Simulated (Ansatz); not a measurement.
The reference is Mg₂Sn (space group Fm-3m, No. 225; a = 6.7471 Å; relaxed with 0.1 eV smearing). Axes: x, y, z lie along the cube axes.

The values are results of plane-wave PAW DFT at the PBEsol level (Ansatz, a program for electronic structure, 420 eV), no spin-orbit coupling, not measurements.

A first run, uniaxial strain ε_yy = −1.83 %, gives secant values C11 ≈ 78 GPa and C12 ≈ 30 GPa from its stress. A second run applies isotropic strain −2.67 %.

### Question
What does linear elasticity predict for the bulk modulus −ΔP/(ΔV/V₀) in the second run, and what does the run give?

### Answer
Linear elasticity: (C11 + 2 C12)/3 = 46 GPa. The run gives 54 GPa; any difference comes from nonlinear terms at these strains and numerical noise.

No phonon test of stability was made.
